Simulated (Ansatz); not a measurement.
System: cubic perovskite KMgF3. Method: PBE-D4 (plane waves, PAW; Ansatz, a quantum-chemistry and plane-wave program).

Numerical settings: plane-wave cutoff 520 eV, 8×8×8 k mesh, Fermi–Dirac smearing 0.01 eV, scalar-relativistic PAW data made under PBE.

Response to compression and expansion:

```json
[
 {"V (Å³/atom)": "12.347", "P (GPa)": "4.84", "direct gap at Γ (eV)": "7.848", "smallest gap on the k mesh (eV)": "7.529"},
 {"V (Å³/atom)": "12.610", "P (GPa)": "3.05", "direct gap at Γ (eV)": "7.687", "smallest gap on the k mesh (eV)": "7.367"},
 {"V (Å³/atom)": "12.873", "P (GPa)": "1.44", "direct gap at Γ (eV)": "7.531", "smallest gap on the k mesh (eV)": "7.212"},
 {"V (Å³/atom)": "13.135", "P (GPa)": "0.00", "direct gap at Γ (eV)": "7.382", "smallest gap on the k mesh (eV)": "7.063"},
 {"V (Å³/atom)": "13.398", "P (GPa)": "-1.29", "direct gap at Γ (eV)": "7.239", "smallest gap on the k mesh (eV)": "6.921"},
 {"V (Å³/atom)": "13.661", "P (GPa)": "-2.45", "direct gap at Γ (eV)": "7.102", "smallest gap on the k mesh (eV)": "6.785"},
 {"V (Å³/atom)": "13.923", "P (GPa)": "-3.49", "direct gap at Γ (eV)": "6.970", "smallest gap on the k mesh (eV)": "6.654"}
]
```

The fundamental gap (7.06 eV at the equilibrium volume, with added k points) lies elsewhere than Γ–Γ.
